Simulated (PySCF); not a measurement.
PySCF 2.14.0, unrestricted PBE0/def2-svp, df: Cu(F)(k2OAc) (CC1[O][Cu]([F])<-[O]=1), charge 0, multiplicity 2, 9 atoms. The geometry is a generated start, not checked to be a minimum at this level.

```python
import time
import numpy
from pyscf import lib
from pyscf import gto, scf, dft, mp, cc, sgx
lib.logger.TIMER_LEVEL = 4
t0 = time.perf_counter()

mol = gto.M(
    atom='''
Cu    -1.08960000     1.95590000     0.00260000
F     -1.87380000     3.43400000     0.01980000
C      0.74990000    -1.36450000    -0.01130000
C      0.03790000    -0.06350000    -0.01450000
O      0.63260000     1.04980000    -0.02330000
O     -1.22380000     0.02940000     0.00100000
H      0.14920000    -2.11250000    -0.51760000
H      1.72370000    -1.25300000    -0.48000000
H      0.89390000    -1.67570000     1.02330000
''',
    basis='def2-svp',
    spin=1,
    max_memory=16000,
    verbose=4,
)
mf = dft.UKS(mol, xc='pbe0')
mf = mf.density_fit()
mf.max_cycle = 100
mf.DIIS = scf.ADIIS
mf.chkfile = None
mf.kernel()
print('SCF converged:', mf.converged)
print('E(SCF) = %.10f' % mf.e_tot)
print('basis functions:', mol.nao_nr())
print('integrals held in memory:', getattr(mf, '_eri', None) is not None)
t1 = time.perf_counter()
print('wall of the SCF part: %.3f s' % (t1 - t0))
print('run ended')
```

```bash
OMP_NUM_THREADS=16 OPENBLAS_NUM_THREADS=1 python -u run.py
```

The program reports basis functions: 116, grid points: 120728.

Machine: one whole node, Arm Neoverse V2, 96 cores on 1 socket, no SMT, 1 L3 cache group.

On 16 threads, 1 BLAS thread this takes 8.8 s. Wall times, medians of two to five repeats, each run alone on the node (launch to exit). Processes are pinned to neighbouring cores unless said otherwise. The build: PyPI wheel: OpenMP (GNU), a bundled serial OpenBLAS 0.3.3 under its C layer, NumPy's threaded OpenBLAS held to generic ARMv8 kernels, libcint, Libxc; another build can shift the numbers. Scratch files lie in a memory file system.

Problem. What should be changed to get the same answer (within 1.0 meV/atom in energy, 0.050 in <S²>) sooner? Keep to 16 cores.

Solution. This is not unique; one that fits is going from mf.DIIS = ADIIS to mf.DIIS = CDIIS (default), one of the fastest of the measured ones that keep the result.

```diff
-mf.DIIS = scf.ADIIS
```

Time: 8.8 s to 4.8 s (1.8× as fast). The largest move is in exchange-correlation on the grid (vxc): 6.6 s to 3.4 s. The count of Fock builds goes from 41 to 22. SCF cycles go from 39 to 20. These two results differ by: energy under 0.001 meV/atom, <S²> under 0.001. Others tried: mf.diis_space = 16, mf.DIIS = CDIIS (default) (4.6 s); mf.level_shift = 0.2 Hartree, mf.DIIS = CDIIS (default) (5.5 s); mf.damp = 0.5, mf.diis_start_cycle = 5, mf.DIIS = CDIIS (default) (6.2 s); mf.level_shift = 0.5 Hartree, mf.DIIS = CDIIS (default) (6.5 s); mf.diis_space = 4, mf.DIIS = CDIIS (default) (7.4 s). 6 planned settings were not run, for want of time.
